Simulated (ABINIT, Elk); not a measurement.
An Elk input for a self-consistent single point of As2Ru (Pnnm, 6 atoms in the cell) (DFT, PBEsol, all-electron FP-LAPW, Elk's shipped species files, APW+lo basis with extra local orbitals):

```
tasks
  0

xctype
  22

tforce
  .true.

rgkmax
  8.0

gmaxvr
  18.0

lmaxapw
  10

lmaxo
  8

nxlo
  2

lorbcnd
  .true.

lradstp
  2

nrmtscf
  2.0

rmtscf
  0.87

lmaxi
  4

swidth
  0.000367493

maxscl
  100

scale
  10.27171973

avec
    1.0000000000    0.0000000000    0.0000000000
    0.0000000000    1.1417314867    0.0000000000
    0.0000000000    0.0000000000    0.5521326229

sppath
  'species/'

atoms
  2
  'As.in'
  4
  0.3292200000  0.8663500000  0.5000000000    0.0 0.0 0.0
  0.6707800000  0.1336500000  0.5000000000    0.0 0.0 0.0
  0.8292200000  0.6336500000  0.0000000000    0.0 0.0 0.0
  0.1707800000  0.3663500000  0.0000000000    0.0 0.0 0.0
  'Ru.in'
  2
  0.5000000000  0.5000000000  0.5000000000    0.0 0.0 0.0
  0.0000000000  0.0000000000  0.0000000000    0.0 0.0 0.0

ngridk
  3 3 6
```

Q: Write the same calculation as an input for ABINIT.

A: One input that does it (others would too):

```
# As2Ru, JTH v2.0 PBE PAW
pp_dirpath "./"
pseudos "As.GGA_PBE-JTH.xml, Ru.GGA_PBE-JTH.xml"
acell 3*1.0 Angstrom
rprim
         5.4355600000    0.0000000000    0.0000000000
         0.0000000000    6.2059500000    0.0000000000
         0.0000000000    0.0000000000    3.0011500000
natom 6
ntypat 2
znucl 33 44
typat 1 1 1 1 2 2
xred
         0.3292200000    0.8663500000    0.5000000000
         0.6707800000    0.1336500000    0.5000000000
         0.8292200000    0.6336500000    0.0000000000
         0.1707800000    0.3663500000    0.0000000000
         0.5000000000    0.5000000000    0.5000000000
         0.0000000000    0.0000000000    0.0000000000
ecut 20 Ha
pawecutdg 40 Ha
pawxcdev 0
ixc -116133
occopt 3
tsmear 0.00036749
nband 58
kptopt 1
ngkpt 3 3 6
nshiftk 1
shiftk 0 0 0
nstep 80
toldfe 1.0e-09
prtwf 0
prtden 0
prtvol 1
enunit 2
```

Basis, cutoffs, solver keys and any potentials are the target program's own. This input uses DFT, PBEsol, plane waves, PAW (JTH v2.0 PBE PAW, files made for PBE).

The starting cell comes from a database of computed structures (which also holds hypothetical and non-ambient phases and stackings), without a prior relaxation at this level.
